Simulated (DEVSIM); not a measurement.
Device: illuminated InP p-on-n cell, one wavelength, at 300 K.

| layer (left to right) | material | thickness (μm) | Nd (cm⁻³) | Na (cm⁻³) | τn (s) | τp (s) | absorption coefficient (cm⁻¹) |
|---|---|---|---|---|---|---|---|
| 1 | InP | 0.690 | - | 2.1e18 | 1.9e-9 | 1.4e-9 | 20000 |
| 2 | InP | 0.640 | 2e16 | - | 2.7e-9 | 2.7e-9 | 20000 |

Left contact: ohmic, minority electron recombination velocity 10 cm/s. Right contact: ohmic, minority hole recombination velocity 10 cm/s. Voltage is applied to the left contact. Recombination: SRH at mid-gap, radiative, Auger. Light enters at the left, 4.8e16 photons cm⁻² s⁻¹, one pass, no reflection. Mobility is constant in doping.

This is a model device: material constants are rounded textbook-type values typed into the input, and sizes, dopings and lifetimes were drawn at random. Values at 300 K.

| parameter | InP |
|---|---|
| gap (eV) | 1.344 |
| affinity (eV) | 4.38 |
| permittivity | 12.5 |
| Nc (cm⁻³) | 5.7e17 |
| Nv (cm⁻³) | 1.1e19 |
| μn (cm²/Vs) | 5200 |
| μp (cm²/Vs) | 170 |
| B (cm³/s) | 1.2e-10 |
| Cn (cm⁶/s) | 9e-31 |
| Cp (cm⁶/s) | 9e-31 |

Model (solved in DEVSIM): 1D drift-diffusion, Boltzmann statistics, complete ionisation; no tunnelling, impact ionisation, image-force lowering or self-heating.

The photon flux was swept, all else fixed.

| photon flux (cm^-2 s^-1) | open-circuit voltage (V) | largest power (mW/cm²) | short-circuit current (mA/cm²) | fill factor |
|---|---|---|---|---|
| 1.4e15 | 0.636 | 0.0972 | 0.206 | 0.74 |
| 4.8e15 | 0.695 | 0.372 | 0.706 | 0.76 |
| 1.4e16 | 0.745 | 1.18 | 2.06 | 0.77 |
| 4.8e16 | 0.800 | 4.44 | 7.06 | 0.79 |
| 1.4e17 | 0.844 | 13.9 | 20.6 | 0.80 |
| 4.8e17 | 0.890 | 51.4 | 70.6 | 0.82 |
| 1.4e18 | 0.927 | 159 | 206 | 0.83 |

From the first row to the last the open-circuit voltage goes from 0.636 to 0.927. From the first row to the last the largest power goes from 0.0972 to 159.
